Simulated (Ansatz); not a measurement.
Where the default PAW files enter, the runs use the earlier of Ansatz's two default sets.

Crystal: LiH (Fm-3m, rock salt, 2 atoms a cell, 7.3 Å³ an atom, 4 GPa at this level); planes in its conventional cell.

The numbers are results of r2SCAN (plane waves, PAW; Ansatz, a quantum-chemistry and plane-wave program), not measurements.

The gap is the functional's own. No spin-orbit coupling. Mid-gap values are interpolated on the energy grid.

| plane | area of the cell (Å²) | mid-gap κ (1/Å) | largest κ in the gap (1/Å) |
|---|---|---|---|
| (111) | 6.5 | 0.28 | 0.28 |
| (001) | 7.5 | (withheld) | (withheld) |
| (110) | 10.6 | (withheld) | (withheld) |

Problem. The slowest decay depends on the direction. Supply the withheld values.

Solution. 
- (001), mid-gap κ (1/Å): 0.18
- (001), largest κ in the gap (1/Å): 0.18
- (110), mid-gap κ (1/Å): 0.24
- (110), largest κ in the gap (1/Å): 0.24
